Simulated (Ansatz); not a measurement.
Take AlN in the wurtzite structure (space group P6_3mc, No. 186) as the base.

```cif
data_Al2N2
_chemical_formula_sum 'Al2 N2'
_space_group_name_H-M_alt 'P63mc'
_space_group_IT_number 186
_space_group_name_Hall 'P 6c -2c'
_cell_length_a 3.13023
_cell_length_b 3.13023
_cell_length_c 5.01801
_cell_angle_alpha 90.000
_cell_angle_beta 90.000
_cell_angle_gamma 120.000
loop_
_atom_site_label
_atom_site_type_symbol
_atom_site_symmetry_multiplicity
_atom_site_Wyckoff_symbol
_atom_site_fract_x
_atom_site_fract_y
_atom_site_fract_z
_atom_site_occupancy
Al1 Al 2 b 0.33333 0.66667 0.00023 1
N1 N 2 b 0.33333 0.66667 0.38177 1
```

Level of theory: Ansatz (a program for electronic structure), PBE, PAW, cutoff 420 eV, scalar-relativistic without spin-orbit coupling.

Before the change:

- Volume per atom = 10.65 Å³
- Valence-band top at Γ = 0.00, -0.20, -0.20 eV

The change: a hydrostatic pressure of 15 GPa.

**Question.** Estimate the effect on the volume per atom, mean gap deformation potential ΔEg/Δln V and valence-band top at Γ.

**Answer.** The volume per atom shrinks by 0.702 Å³ to 9.94 Å³; the mean gap deformation potential ΔEg/Δln V comes out as -8.3 eV; the valence-band top at Γ (three highest levels, from the VBM) becomes 0.00, -0.28, -0.28 eV (base: 0.00, -0.20, -0.20 eV).

Load acts through the strain it causes; cell and atoms are relaxed under it. No phonon test of stability was made. Measured, AlN leaves this structure (for rock salt) near 14 GPa (temperature not stated; as listed in Datta, Sujoy, Jana, Debnarayan, arXiv (2020)), on rising pressure, with hysteresis.
